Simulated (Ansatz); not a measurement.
## SrTiO3: pressure 1.5 GPa

Take SrTiO$_{3}$ (space group I4/mcm, No. 140; a = 5.4873 Å, c = 7.8087 Å) as the base.

Perturbation: cell and atoms relaxed at a pressure of 1.5 GPa.

Method: PBEsol (Ansatz, a first-principles code), no spin-orbit coupling. k-mesh 9×9×9 (Γ-centred); smearing 0.05 eV (Fermi–Dirac).

Volume per atom: 11.66 Å³ (base 11.76 Å³)
Density: 5.23 g/cm³ (base 5.18 g/cm³)
Lattice parameter a: 5.471 Å (base 5.487 Å)
c/a ratio: 1.424 (base 1.423)
Enthalpy H = E + PV relative to the base's energy: +0.11 eV/atom
Band gap: 1.99 eV (base 1.97 eV)
Gap character: indirect, Γ–X (29 % along) → Γ (base indirect, Γ–X (29 % along) → Γ)
Smallest direct gap: 2.00 eV (base 1.98 eV)

Load acts through the strain it causes; cell and atoms are relaxed under it. Whether these cells are dynamically stable was not tested. All final runs are without spin polarisation. This is not the structure that SrTiO3 has at room temperature and ambient pressure.
